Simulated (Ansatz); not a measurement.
Data:

```yaml
crystal:
  lattice:
    - [0.00000, 2.79679, 2.87127]
    - [2.79679, 0.00000, 2.87127]
    - [2.79679, 2.79679, 0.00000]
  atoms:
    - { symbol: Zn, position: [0.00000, 0.00000, 0.00000] }
    - { symbol: Se, position: [0.75000, 0.75000, 0.75000] }
```

Level of theory: PBEsol with spin-orbit coupling, rigid bands (plane waves, PAW; Ansatz, an electronic-structure program). Condition of this run: uniaxial stress zz = -1 GPa (compression positive) (the target of the relaxation). Cell: cell and atoms relaxed with PBEsol, then loaded as said.

Predict the hole conductivity mass (n e² τ/σ) at 300 K, by direction if it differs.

0.57 (x), 0.57 (y), 0.76 (z) mₑ.

What conductivity effective mass do dilute electrons have at 300 K?

0.098 (x), 0.098 (y), 0.101 (z) mₑ.

And the band gap?

1.06 eV at this level; semilocal functionals usually fall short of the measured gap.

Rigid bands, one relaxation time for all states, no polarons.
